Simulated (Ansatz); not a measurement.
# Hypothetical R-3 C: pressure series

Consider C (space group R-3, No. 148; a = 6.318 Å, c = 3.846 Å (hexagonal axes); a hypothetical phase, not in the database extracts checked).

Cell and atoms are relaxed at each pressure.

All numbers come from Ansatz (a quantum-chemistry and plane-wave program) PBEsol, spin-orbit coupling left out.

Notes on the quantities. enthalpy: H = E + PV relative to the base's energy.

| change | enthalpy | band gap | density | smallest direct gap |
|---|---|---|---|---|
| base | – | 3.33 eV | 3.60 g/cm³ | 4.71 eV |
| pressure −2 GPa | -0.07 eV/atom | 3.33 eV | 3.58 g/cm³ | 4.70 eV |
| pressure −1 GPa | -0.03 eV/atom | 3.33 eV | 3.59 g/cm³ | 4.71 eV |
| pressure 0.3 GPa | +0.01 eV/atom | 3.33 eV | 3.60 g/cm³ | 4.71 eV |
| pressure 0.7 GPa | +0.02 eV/atom | 3.33 eV | 3.61 g/cm³ | 4.72 eV |
| pressure 1.5 GPa | +0.05 eV/atom | 3.33 eV | 3.61 g/cm³ | 4.72 eV |
| pressure 3 GPa | +0.10 eV/atom | 3.32 eV | 3.63 g/cm³ | 4.73 eV |
| pressure 5 GPa | +0.17 eV/atom | 3.32 eV | 3.65 g/cm³ | 4.73 eV |
| pressure 7.5 GPa | +0.26 eV/atom | 3.31 eV | 3.67 g/cm³ | 4.73 eV |
| pressure 10 GPa | +0.34 eV/atom | 3.31 eV | 3.69 g/cm³ | 4.72 eV |

Load acts through the strain it causes; cell and atoms are relaxed under it. No phonon test of stability was made. Competing high-pressure phases were not computed.
